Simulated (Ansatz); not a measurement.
## Effect of biaxial strain −0.83 %, plane normal [111], relaxed out of plane on Ir

Base system: Ir in the fcc (Cu type) structure (space group Fm-3m, No. 225; a = 3.812 Å; relaxed with 0.1 eV smearing). Axes: x, y, z lie along the cube axes.

Modification: biaxial strain −0.83 %, plane normal [111], relaxed out of plane (Cartesian); in-plane vectors clamped, the third vector and the atoms free.

Method: Ansatz (an electronic-structure program) LDA, spin-orbit coupling left out. k-mesh 30×30×30 (Γ-centred); smearing 0.1 eV (Fermi–Dirac).

| quantity | base | changed | shift |
|---|---|---|---|
| volume per atom | 13.85 Å³ | 13.68 Å³ | -0.17 Å³ |
| space group | Fm-3m (No. 225) | R-3m (No. 166) | – |
| shortest interatomic distance | 2.695 Å | 2.673 Å | -0.022 Å |
| energy relative to the base (free energy F) | 0 meV/atom | +5.5 meV/atom | +5.5 meV/atom |
| pressure (mean of the normal stresses, compression positive) | 0.0 GPa | 5.2 GPa | +5.2 GPa |
| band gap | zero | zero | – |
| out-of-plane strain | – | +0.44 % | – |
| ratio −ε⊥/ε∥ | – | 0.53 | – |

Cost of the whole job for the changed cell (relaxation, final SCF and bands): about 60 core-seconds (a rough figure).

No phonon test of stability was made. The final runs are not spin-polarised.
